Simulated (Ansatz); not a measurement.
Defect migration in beta Ga2O3: O vacancy, charge state +2. Calculation: PBE, PAW (plane waves to 420 eV; Ansatz, a program for electronic structure).

120-site cell at the relaxed PBE lattice, the Γ point alone, smearing 0.01 eV, spin-restricted, no finite-size correction. No zero-point or tunnelling terms. The charge state is imposed; whether it is stable for some Fermi level was not computed. Forms of the defect that were not tried may lie lower. The start lies 0.15 eV above the lowest site run (PBE).

Barriers: single points on a 2×2×2 k-point mesh shifted by half a step at the bands' geometries (they differ from the bands' own by up to 0.05 eV, and are uncertain by about as much).

The step: a nearby O atom hops onto the vacant site (strongly reconstructed ends); the atom moves 2.74 Å along (-0.16, -0.47, -0.31) of the unit cell; at the start one Ga stands off the lattice site; at the end one Ga stands off the lattice site; from a vacant O site with 3 nearest neighbours to a vacant O site with 4 nearest neighbours; the moving atom starts with neighbours Ga at 1.91, Ga at 1.99, Ga at 2.08, Ga at 2.25 Å and ends with Ga at 1.88, Ga at 1.94, Ga at 1.98 Å.

Problem. What is the computed migration barrier of this step (PBE, PAW)?

Solution. 1.54 eV forward and 1.69 eV backward. At the saddle the moving atom has neighbours Ga at 1.87, Ga at 2.01 Å. The saddle point's order was not checked.
